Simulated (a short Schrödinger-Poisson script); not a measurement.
Stack: symmetric double-gate stack, SiO2 on p-type Si(110), at 400 K.

```
layer  material  thickness (nm)  Na (cm⁻³)
-----  --------  --------------  ---------
1          SiO2             2.1          -
2            Si               4       6e15
3          SiO2             2.1          -
```

The device is made up for the run: typed textbook-type constants, with dimensions and the other settings drawn at random. SiO2: permittivity 3.9, conduction-band edge (eV) 3.15, gap (eV) 9, electron mass (mₑ) 0.5. Si: permittivity 11.7, conduction-band edge (eV) 0, gap (eV) 1.124, Nv at 300 K (cm⁻³) 3.1e19.

Channel valleys (confinement mass, in-plane density-of-states mass, number): Δ4 0.315, 0.324, 4; Δ2 0.19, 0.417, 2. At the gates, both at one voltage, the conduction-band edge of layer 1 lies 3.25 eV − eVg above the Fermi level of the channel. Gaps are held at their typed values at every temperature. Mesh 0.03 nm at interfaces.

Solved with a short Schrödinger-Poisson script written for these runs: 1D Poisson equation in equilibrium, electrons classical, Boltzmann, parabolic valleys, classical holes, full ionisation, no traps, pinning or gate leakage.

The same stack at other levels of the model or other numerical settings:

| run | sheet density of all electrons at Vg = 1.6 V (cm⁻²) | sheet density of all electrons at Vg = 0.4 V (cm⁻²) | capacitance of both gates at Vg = 1.6 V (μF/cm²) | gate voltage at 1e11 electrons/cm² (V) | rough cost against the base |
|---|---|---|---|---|---|
| base | 2.90e13 | 6.31e12 | 3.13 | -0.07 | about 1 |
| electrons treated as classical, Fermi-Dirac | 2.81e13 | 6.22e12 | ___ | -0.07 | 2 |
| electrons treated as quantum, Hartree | ___ | 4.75e12 | ___ | 0.00 | 20 |
| mesh six times as coarse | 2.86e13 | 6.24e12 | 3.09 | -0.07 | about 1 |

**Question.** Fill in the missing entries.

**Answer.** 
- electrons treated as quantum, Hartree, sheet density of all electrons at Vg = 1.6 V (cm⁻²): 2.45e13
- electrons treated as classical, Fermi-Dirac, capacitance of both gates at Vg = 1.6 V (μF/cm²): 3.00
- electrons treated as quantum, Hartree, capacitance of both gates at Vg = 1.6 V (μF/cm²): 2.72

The classical rows ignore confinement, and Boltzmann statistics overrate the density once the band edge passes the Fermi level.
